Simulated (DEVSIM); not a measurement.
Device: Au/SiO2/p-Si capacitor, at 250 K.

```tsv
layer (left to right)	material	thickness (nm)	Na (cm⁻³)
1	SiO2	29.0	-
2	Si	2500	5.3e16
```

Metal gate on the left, work function 5.1 eV. Fixed charge at the semiconductor interface 0 cm⁻² (in units of +e); no interface traps.

Constants are typed, rounded textbook-type inputs, not results; the design itself was drawn at random and stands for no fabricated device. Values at 300 K; Nc and Nv go as T^1.5, mobilities as T to minus their exponent, the gap by Varshni's rule with the affinity fixed.

```tsv
parameter	SiO2	Si
gap (eV)	9	1.124
affinity (eV)	0.9	4.05
permittivity	3.9	11.7
Nc (cm⁻³)	-	2.86e19
Nv (cm⁻³)	-	3.1e19
Varshni α (eV/K)	-	0.000473
Varshni β (K)	-	636
```

DEVSIM, 1D Poisson equation in equilibrium, Boltzmann statistics, complete ionisation; no quantum confinement or tunnelling. Metal contacts follow the ideal Schottky-Mott rule: no Fermi-level pinning, no interface dipoles.

Question: Tabulate band edges, carrier densities and field at -2.8 V on the gate.

Answer: Energies count from the Fermi level of the right contact; mesh points crowd at the junctions.

| x (μm) | Ec (eV) | Ev (eV) | n (cm⁻³) | p (cm⁻³) | field (V/cm) |
|---|---|---|---|---|---|
| 0.000 | 7.000 | -2.000 | < 1e2 | < 1e2 | -940000 |
| 0.001490 | 6.860 | -2.140 | < 1e2 | < 1e2 | -940000 |
| 0.004735 | 6.555 | -2.445 | < 1e2 | < 1e2 | -940000 |
| 0.01180 | 5.891 | -3.109 | < 1e2 | < 1e2 | -940000 |
| 0.02346 | 4.795 | -4.205 | < 1e2 | < 1e2 | -940000 |
| 0.02714 | 4.449 | -4.551 | < 1e2 | < 1e2 | -940000 |
| 0.02883 | 4.290 | -4.710 | < 1e2 | < 1e2 | -940000 |
| 0.03094 | 1.089 | -0.047 | < 1e2 | 2.6e18 | -130000 |
| 0.03507 | 1.056 | -0.080 | < 1e2 | 5.8e17 | -52000 |
| 0.04470 | 1.028 | -0.108 | < 1e2 | 1.5e17 | -17000 |
| 0.06716 | 1.010 | -0.126 | < 1e2 | 6.7e16 | -3200 |
| 0.1522 | 1.005 | -0.131 | < 1e2 | 5.3e16 | -16 |
| 0.3179 | 1.005 | -0.131 | < 1e2 | 5.3e16 | ≈ 0 |
| 0.7043 | 1.005 | -0.131 | < 1e2 | 5.3e16 | ≈ 0 |
| 1.751 | 1.005 | -0.131 | < 1e2 | 5.3e16 | ≈ 0 |
| 2.196 | 1.005 | -0.131 | < 1e2 | 5.3e16 | ≈ 0 |
| 2.392 | 1.005 | -0.131 | < 1e2 | 5.3e16 | ≈ 0 |
| 2.471 | 1.005 | -0.131 | < 1e2 | 5.3e16 | ≈ 0 |
| 2.511 | 1.005 | -0.131 | < 1e2 | 5.3e16 | ≈ 0 |
| 2.522 | 1.005 | -0.131 | < 1e2 | 5.3e16 | ≈ 0 |
| 2.527 | 1.005 | -0.131 | < 1e2 | 5.3e16 | ≈ 0 |
| 2.529 | 1.005 | -0.131 | < 1e2 | 5.3e16 | ≈ 0 |
